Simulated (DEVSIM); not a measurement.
System: abrupt Si n-p junction, at 300 K.

Layer 1 from the left is Si, thickness (μm) 3.20, Nd (cm⁻³) 1e16, τn (s) 5.5e-7, τp (s) 5.5e-7. Layer 2 from the left is Si, thickness (μm) 91.0, Na (cm⁻³) 5.6e16, τn (s) 5.5e-7, τp (s) 5.5e-7.

Left contact: ohmic. Right contact: ohmic. Voltage is applied to the left contact. Recombination: SRH at mid-gap, radiative, Auger. Mobility is μmin + (μ − μmin)/(1 + (N/Nref)^α).

This is a model device: material constants are rounded textbook-type values typed into the input, and sizes, dopings and lifetimes were drawn at random. Values at 300 K.

Si: gap (eV) 1.124, affinity (eV) 4.05, permittivity 11.7, Nc (cm⁻³) 2.86e19, Nv (cm⁻³) 3.1e19, μn (cm²/Vs) 1417, μp (cm²/Vs) 470, μn,min 52, μp,min 45, Nref,n 9.7e16, Nref,p 2.2e17, αn 0.68, αp 0.72, B (cm³/s) 4.7e-15, Cn (cm⁶/s) 2.8e-31, Cp (cm⁶/s) 9.9e-32.

Model (solved in DEVSIM): 1D drift-diffusion, Boltzmann statistics, complete ionisation; no tunnelling, impact ionisation, image-force lowering or self-heating.

Dark forward current:

| |V| (V) | |J| (A/cm²) |
|---|---|
| 0.05 | 8.096e-9 |
| 0.10 | 3.061e-8 |
| 0.15 | 1.045e-7 |
| 0.20 | 3.942e-7 |
| 0.25 | 1.784e-6 |
| 0.30 | 9.669e-6 |
| 0.35 | 5.922e-5 |
| 0.40 | 0.0003869 |
| 0.45 | 0.002603 |
| 0.50 | 0.01770 |
| 0.55 | 0.1197 |
| 0.60 | 0.7609 |
| 0.65 | 3.703 |
| 0.70 | 11.01 |
| 0.75 | 22.09 |
| 0.80 | 35.74 |
| 0.85 | 51.40 |
| 0.90 | 68.93 |
| 0.95 | 88.36 |
| 1.00 | 109.8 |
| 1.05 | 133.2 |
| 1.10 | 158.9 |
| 1.15 | 187.0 |
| 1.20 | 217.4 |
| 1.25 | 250.4 |
| 1.30 | 286.0 |

**Question.** Work out the local ideality factor n = ΔV / (kT/q · ln(J2/J1)) between the rows 0.15 and 0.20 V, 0.45 and 0.50 V, 1.25 and 1.30 V.

**Answer.** kT/q = 25.85 mV. From 0.15 to 0.20 V: ln(3.942e-7/1.045e-7) = 1.328, n = 1.46. From 0.45 to 0.50 V: ln(0.01770/0.002603) = 1.917, n = 1.01, near the 1 of diffusion or emission over a barrier. From 1.25 to 1.30 V: ln(286.0/250.4) = 0.133, n = 14.55.

**Question.** Estimate the current at 0.45 V from the Shockley equation with J0 = Σ q ni² D/(N L) coth(W/L), τ joining the SRH, radiative and Auger lifetimes that are on, and W taken as the whole layer.

**Answer.** ni² = 1.16e20 cm⁻⁶; holes in the n layer: μ = 429 cm²/Vs, D = 11.1 cm²/s, τ = 5.50e-7 s, L = 24.7 μm, W/L = 0.13, term 6.46e-11 A/cm²; electrons in the p layer: μ = 861 cm²/Vs, D = 22.2 cm²/s, τ = 5.50e-7 s, L = 35.0 μm, W/L = 2.6, term 2.13e-12 A/cm². J0 = 6.68e-11 A/cm², and J = J0 exp(qV/kT) = 0.00243 A/cm². The simulation gives 0.00260 A/cm²; the estimate lies 6.8 % below. The estimate leaves out recombination in the depletion region and that region's share of W.
